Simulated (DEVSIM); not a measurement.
Structure: W/TiO2/p-InP capacitor, at 300 K.

Layer 1 from the left is TiO2, thickness (nm) 9.10. Layer 2 from the left is InP, thickness (nm) 410, Na (cm⁻³) 2.3e18.

Metal gate on the left, work function 4.6 eV. Fixed charge at the semiconductor interface 2.4e11 cm⁻² (in units of +e); no interface traps.

Constants are typed, rounded textbook-type inputs, not results; the design itself was drawn at random and stands for no fabricated device. Values at 300 K.

TiO2: gap (eV) 3.2, affinity (eV) 3.9, permittivity 60. InP: gap (eV) 1.344, affinity (eV) 4.38, permittivity 12.5, Nc (cm⁻³) 5.7e17, Nv (cm⁻³) 1.1e19.

Simulated with DEVSIM: 1D Poisson equation in equilibrium, Boltzmann statistics, complete ionisation; no quantum confinement or tunnelling. Metal contacts follow the ideal Schottky-Mott rule: no Fermi-level pinning, no interface dipoles.

### Question
What does the simulation give for the minimum of the low-frequency capacitance?

### Answer
minimum of the low-frequency capacitance 0.389 μF/cm².
